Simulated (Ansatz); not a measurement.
Structures of equal composition on the (100) surface of rock-salt TiN: Ta on all Ti sites of the second plane; Ta on all Ti sites of the top plane. The slabs share one bottom face, and each structure is named by its start. These are constructed structures in small cells; real faces may alloy, dewet or reconstruct in larger ones, and not all known structures of the face are among them. Slabs of about 10 Å, Fermi-Dirac smearing of 0.1 eV. Bottom of the slabs: a bare face, its two planes held. Relaxed from the named starts with such symmetry as they have, on meshes of like density; energies extrapolated to zero smearing; spin only where a row says so; no spin-orbit coupling, no U. Brackets mark spin-polarised runs, whose order is one that fits the cell.

All values below come from r2SCAN, at the PBE geometry (plane waves to 500 eV, PAW; Ansatz, a program for electronic structure).

Rank these by energy per 1x1 cell (lowest first), as r2SCAN, at the PBE geometry gives it.

Ta on all Ti sites of the top plane (0.000 eV), Ta on all Ti sites of the second plane (0.307 eV)
